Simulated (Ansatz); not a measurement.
Worked calculations on one periodic cell of amorphous Si₂₄O₄₉Mg: Si24O49Mg, 74 atoms, volume 1110.7 Å³, made by a melt-quench on the CHGNet potential and relaxed with DFT. O atoms were pushed apart under 1.9 Å during the dynamics, to hinder bonds among them. It is a model cell: composition and starting density were chosen by hand, and all elements were melted together. Cycles of charging were run to anneal it. These are PBE, scalar-relativistic without spin-orbit coupling (plane waves to 420 eV, PAW; Ansatz, a first-principles code) values and carry that method's errors. Sampling: a 2×2×2 Γ-centred mesh; Fermi-Dirac width 0.02 eV; no spin polarisation. Its volume was held where the quench left it, its shape was free, and it stands at a mean pressure of 0.8 GPa with stress components up to 0.8 GPa; the relaxation ran on the zone centre alone. Its density went from a set 2.22 to 2.22 g/cm³. The cell is small and was quenched far faster than a real film, so it is one sample of the glass.

Count formal charges (Si +4, O -2, Mg +2). What does the count lead one to expect at the Fermi level, and what does the calculation give?

24 × (+4) + 49 × (-2) + 1 × (+2) = 0. The charges balance, so the anion-derived valence states can be full and a gap can open. On this mesh the highest filled and lowest empty level lie 4.53 eV apart, the PBE gap of this cell, with a localised state at one edge or both.

Four energies for an added electron at PBE on the zone centre alone (charged cells in a uniform background, spin-polarised): neutral at the neutral geometry -45065.613 eV; charged at the neutral geometry -45059.389 eV; charged and relaxed -45059.641 eV; neutral at the charged geometry -45065.007 eV.

Find the two relaxation energies and their sum, the reorganisation energy.

On charging: -45059.389 − (-45059.641) = 0.252 eV. On discharging: -45065.007 − (-45065.613) = 0.606 eV. The sum is 0.858 eV. The carrier's level spreads over 6 of the 74 atoms' worth, so it counts as localised, most on one Mg atom with neighbours O 1.82 Å, O 1.87 Å, O 2.21 Å, O 2.30 Å (neutral geometry). The values are uncorrected: the image energy of a point charge in this cell, 2.84 × 14.40 / (2 × 10.4) = 2.0 eV before screening, is screened by electrons alone at the fixed geometry and by ions too after relaxing, and the carrier can be spread before it relaxes, so each term can be off by up to that value times 1/ε∞, some tenths of an eV. PBE's self-interaction favours spread-out carriers, so a hybrid can localise more.

Four energies for a hole at PBE on the zone centre alone (charged cells in a uniform background, spin-polarised): neutral at the neutral geometry -45065.613 eV; charged at the neutral geometry -45066.809 eV; charged and relaxed -45067.111 eV; neutral at the charged geometry -45064.957 eV.

Find the two relaxation energies and their sum, the reorganisation energy.

On charging: -45066.809 − (-45067.111) = 0.302 eV. On discharging: -45064.957 − (-45065.613) = 0.656 eV. The sum is 0.958 eV. The carrier's level spreads over 4 of the 74 atoms' worth, so it counts as localised, most on one O atom with neighbours Si 1.57 Å, Mg 1.82 Å (neutral geometry). The values are uncorrected: the image energy of a point charge in this cell, 2.84 × 14.40 / (2 × 10.4) = 2.0 eV before screening, is screened by electrons alone at the fixed geometry and by ions too after relaxing, and the carrier can be spread before it relaxes, so each term can be off by up to that value times 1/ε∞, some tenths of an eV. PBE's self-interaction favours spread-out carriers, so a hybrid can localise more.
